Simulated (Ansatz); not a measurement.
For CdSe (model structure, started from the PtS type, P4₂/mmc, No. 131, 4 atoms in the cell), PBE in Ansatz (plane waves, PAW) gives:

| Property | Value |
|---|---|
| lattice parameter a | 4.093 Å |
| lattice parameter c | 7.356 Å |

Problem. What does PBE-D3(BJ) in Ansatz (PAW) give for the same quantities?

Solution. 
- lattice constant a: 4.002 Å (decreases by 2.2 %)
- lattice parameter c: 7.329 Å (falls by 0.4 %)

Changes are worked out from the printed values.

Unless a cell is named, each level is at its own relaxed cell (PBE 30.81, PBE-D3(BJ) 29.35 Å³/atom).

Ansatz's density-functional and Hartree–Fock values are scalar-relativistic unless marked +SOC, with PAW data made under PBE.

A model structure was made by putting elements into a prototype or built by hand; it is no filed structure, need not be a known phase, and can be a saddle point held by its symmetry.

Ansatz is a program for electronic structure.
